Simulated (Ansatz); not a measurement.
The reference is GaCuSe2 in the chalcopyrite structure (space group I-42d, No. 122).

```
CELL_PARAMETERS angstrom
     -2.83594     2.83594     5.63126
      2.83594    -2.83594     5.63126
      2.83594     2.83594    -5.63126
ATOMIC_POSITIONS crystal
  Cu 0.75000 0.25000 0.50000
  Cu 0.00000 0.00000 0.00000
  Ga 0.25000 0.75000 0.50000
  Ga 0.50000 0.50000 0.00000
  Se 0.11880 0.12500 0.49380
  Se 0.63120 0.62500 0.50620
  Se 0.37500 0.88120 0.00620
  Se 0.87500 0.36880 0.99380
```

Cartesian axes are those of the cell as printed.

The values are results of Kohn–Sham DFT with the PBE functional, run in Ansatz (a quantum-chemistry and plane-wave program) with PAW and 420 eV plane waves, no SOC, not measurements.

For the base:

| Property | Value |
|---|---|
| Volume per atom | 22.64 Å³ |

Perturbation: uniaxial stress, 0.5 GPa compression along z; all other stress components relax to zero.

### Question
What does the calculation give for the energy relative to the base after the change?

### Answer
The energy rises by 0.4 meV/atom.

### Question
Estimate the effect on the volume per atom.

### Answer
The volume per atom drops by 0.066 Å³, from 22.64 Å³ to 22.58 Å³.

Load acts through the strain it causes; cell and atoms are relaxed under it. Stability under load was not tested beyond the relaxation. All final runs are without spin polarisation.
